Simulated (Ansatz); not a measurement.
## W3N4: tensor shear ε_xy = −0.65 %

Start from W₃N₄ (space group Pm-3m, No. 221; a = 4.179 Å). Axes: x, y, z lie along the cube axes.

Perturbation: tensor shear ε_xy = −0.65 % (engineering shear γ = -0.0130); the atoms relax in the strained cell.

All numbers come from DFT with PBEsol, PAW potentials and a 420 eV plane-wave cutoff in Ansatz (a quantum-chemistry and plane-wave program), spin-orbit coupling left out. Settings: 11×11×11 k-points, 0.05 eV Fermi–Dirac smearing.

The volume per atom remains 10.43 Å³ and the energy hardly moves. The pressure (mean of the normal stresses, compression positive) is still 0.0 GPa and the band gap remains zero. The stress (xx, yy, zz, yz, xz, xy; compression positive) amounts to (0.0, 0.0, 0.0, 0.0, 0.0, 0.6) GPa (rough).

Final structure:

```
W3N4
1.0
    4.17923    -0.02716     0.00000
   -0.02716     4.17923     0.00000
    0.00000     0.00000     4.17923
N W
4 3
Direct
  0.50000   0.50000   0.50000
  0.50000   0.00000   0.00000
  0.00000   0.50000   0.00000
  0.00000   0.00000   0.50000
  0.50000   0.50000   0.00000
  0.00000   0.50000   0.50000
  0.50000   0.00000   0.50000
```

Without a gap, meshes like the base's 11×11×11 leave anisotropic stresses uncertain by several tenths of a GPa, and small strain energies with them. Stability against distortions was not tested. All final runs are without spin polarisation.
